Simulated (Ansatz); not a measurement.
Consider BN in the zinc blende structure (space group F-43m, No. 216).

```
CELL_PARAMETERS angstrom
      0.00000     1.80285     1.80285
      1.80285     0.00000     1.80285
      1.80285     1.80285     0.00000
ATOMIC_POSITIONS crystal
  N  0.75000 0.75000 0.75000
  B  0.00000 0.00000 0.00000
```

Level of theory: DFT with PBEsol, PAW potentials and a 420 eV plane-wave cutoff in Ansatz (a program for electronic structure), no spin-orbit coupling.

Before the change:

| Quantity | Value |
|---|---|
| Gap character | indirect, Γ → X |
| Band gap | 4.30 eV |

Now apply this change: Ga takes the place of B on all its sites; the structure is relaxed again.

Task: Estimate the effect on the gap character.

Result: The gap character changes from indirect, Γ → X to direct at Γ.

Task: Estimate the effect on the band gap.

Result: The band gap falls by 2.60 eV, from 4.30 eV to 1.70 eV.

No phonon test of stability was made. This is not the structure that GaN has at room temperature and ambient pressure.
